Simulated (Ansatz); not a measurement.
A (7,4) carbon nanotube, relaxed period 13.732 Å, atoms relaxed at each strain.

```
strain  energy (meV a period)  axial force (nN)
------  ---------------------  ----------------
-0.015                 +781.9            -12.33
+0.015                 +754.6            +11.56
```

The numbers are results of PBE (plane waves to 420 eV, PAW; Ansatz, a program for electronic structure), not measurements. Mesh 1×1×6. No spin polarisation. One-dimensional cell, images about 11 Å apart. An idealised model, rolled from the flat sheet. Symmetry and one short period hold its shape; lower forms weren't sought. Buckling under compression is shut out by symmetry and the short period. Energies are free energies at a Fermi–Dirac width of 0.05 eV, from the unstrained cell.

Mean diameter 7.64 Å.

**Question.** Work out the axial stiffness dF/dε in two ways, and what it means for a modulus.

**Answer.** From the forces: (+11.56 − (-12.33))/0.030 = 796 nN. From the energies: (E₊ + E₋)/(ε² c) = 1.5365 eV/(0.015² × 13.732 Å) = 497.3 eV/Å = 797 nN. The two agree to within 1 %. Spread over the circumference π × 7.64 Å, the force value is a sheet stiffness of 332 N/m.
